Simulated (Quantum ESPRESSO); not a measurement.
A self-consistent single point of Cr (Im-3m, 1 atom in the cell) with Quantum ESPRESSO.

Level of theory: PBE, GBRV 1.5 ultrasoft (PBE) pseudopotentials (plane waves; Quantum ESPRESSO 7.5).

```
Cr
1.0
    1.44835     1.44835     1.44835
   -1.44835     1.44835     1.44835
   -1.44835    -1.44835     1.44835
Cr
1
Direct
  0.00000   0.00000   0.00000
```
Moments meant for the start (each program seeds them in its own way; μB, in the order of the atoms Cr): 3.0.

Reference input (self-consistent single point, DFT, PBE, plane waves, GBRV 1.5 ultrasoft (PBE) pseudopotentials): ecutwfc = 50 Ry; ecutrho = 400 Ry; occupations = smearing; smearing = fermi-dirac; degauss = 0.0099958 Ry; nspin = 2; potentials = {Cr: cr_pbe_v1.5.uspp.F.UPF}; K_POINTS = automatic 11 11 11 0 0 0; conv_thr = 1e-10 Ry; mixing_beta = 0.2. This run's input differs from it in these lines:

```diff
@@ -30,3 +30,3 @@
 K_POINTS {automatic}
-11 11 11  0 0 0
+9 9 9  1 1 1
```

The program printed (abridged):

```
     Self-consistent Calculation

     iteration #  1     ecut=    50.00 Ry     beta= 0.20

---- Real-time Memory Report at c_bands before calling an iterative solver
            78 MiB given to the printing process from OS
            20 MiB allocation reported by mallinfo(arena+hblkhd)
------------------

     negative rho (up, down):  5.376E-04 4.234E-04

     total energy              =    -175.45651189 Ry
     estimated scf accuracy    <       2.20736482 Ry

     total magnetization       =     0.55 Bohr mag/cell
     absolute magnetization    =     0.56 Bohr mag/cell

     iteration #  2     ecut=    50.00 Ry     beta= 0.20

   [... lines left out ...]
     estimated scf accuracy    <          4.4E-10 Ry

     total magnetization       =     0.00 Bohr mag/cell
     absolute magnetization    =     0.00 Bohr mag/cell

     iteration # 19     ecut=    50.00 Ry     beta= 0.20

---- Real-time Memory Report at c_bands before calling an iterative solver
            89 MiB given to the printing process from OS
            55 MiB allocation reported by mallinfo(arena+hblkhd)
------------------

     negative rho (up, down):  4.193E-04 4.193E-04

     Magnetic moment per site  (integrated on atomic sphere of radius R)
     atom   1 (R=0.357)  charge= 12.2584  magn=  0.0000
     End of self-consistent calculation

     the Fermi energy is    18.3669 ev

!    total energy              =    -175.49273014 Ry
     estimated scf accuracy    <          9.2E-11 Ry
     smearing contrib. (-TS)   =      -0.00447923 Ry
     internal energy E=F+TS    =    -175.48825091 Ry

     total magnetization       =     0.00 Bohr mag/cell
     absolute magnetization    =     0.00 Bohr mag/cell

     convergence has been achieved in  19 iterations

     negative rho (up, down):  4.193E-04 4.193E-04

     Forces acting on atoms (cartesian axes, Ry/au):

     atom    1 type  1   force =     0.00000000    0.00000000    0.00000000

     Total force =     0.000000     Total SCF correction =     0.000000

     negative rho (up, down):  4.193E-04 4.193E-04
          total   stress  (Ry/bohr**3)                   (kbar)     P=     -113.59
  -0.00077215   0.00000000  -0.00000000         -113.59        0.00       -0.00
   0.00000000  -0.00077215   0.00000000            0.00     -113.59        0.00
  -0.00000000   0.00000000  -0.00077215           -0.00        0.00     -113.59

   JOB DONE.
```

The run converged in 19 iterations. Against the reference run the free energy rises by 6.2 meV/atom and the pressure moves little (-11.37 to -11.36 GPa).

The starting cell was generated: these elements placed on a structure prototype, without a prior relaxation; it need not be a known phase or ordering of this composition. Its lattice was rescaled by a random factor within 2.5 % of one. The starting moments vanished: the run ended non-magnetic, which need not be the lowest state.
